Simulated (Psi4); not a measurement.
Psi4 1.11, BP86/def2-svp: W(O)2(OMe)(NMe2) (C[O][W](=[O])(=[O])[N](C)C), 17 atoms. The geometry is a generated start, not checked to be a minimum at this level.

```
Item                                                 Result
--------------------------  -------------------------------
task                                                 energy
method                                                 bp86
basis                                              def2-svp
memory                                                 3 GB
maxiter                                                 100
keys of the molecule block                      symmetry c1
scf_type                                       df (default)
guess                        auto, which took SAD (default)
scf_initial_accelerator                     adiis (default)
e_convergence                               1e-06 (default)
d_convergence                               1e-06 (default)
dft_radial_points                              75 (default)
dft_spherical_points                          302 (default)
effective core potentials   those of the basis set, past Kr
basis functions                                         175
grid points                                          363045
```

```xyz
17

W      0.9847     0.3961     0.5721
O      1.9237     1.7152     0.0814
O      0.7450     0.3496     2.2501
O      1.5127    -1.2387    -0.1071
C      2.2817    -2.3752    -0.3879
H      1.9800    -3.2057     0.2662
H      2.1369    -2.6756    -1.4350
H      3.3475    -2.1560    -0.2239
N     -0.8153     0.7149    -0.1774
C     -1.9316    -0.0003     0.4509
C     -1.2815     2.0081    -0.6830
H     -2.3538     0.5863     1.2833
H     -2.7339    -0.1798    -0.2809
H     -1.5881    -0.9711     0.8329
H     -2.0487     1.8701    -1.4591
H     -1.7234     2.6072     0.1307
H     -0.4358     2.5548    -1.1132
```

Charge 0 and multiplicity 1 are set for this test and not shown to be the ground state.

One run each on 2 threads. Values of diis_max_vecs tried: 3, 6, 10 (default), 20.

**Question.** How does the count of SCF iterations change with diis_max_vecs, and where is it least?

**Answer.** Fewest SCF iterations, within one of each other: 10 (default) with 13, 20 with 13. The count rises to 17 at 6. The run ends without SCF convergence in 100 iterations at 3.

```json
[
 {"diis_max_vecs": "3", "SCF iterations": "100", "end": "no convergence"},
 {"diis_max_vecs": "6", "SCF iterations": "17", "end": "same solution"},
 {"diis_max_vecs": "10 (default)", "SCF iterations": "13", "end": "same solution"},
 {"diis_max_vecs": "20", "SCF iterations": "13", "end": "same solution"}
]
```
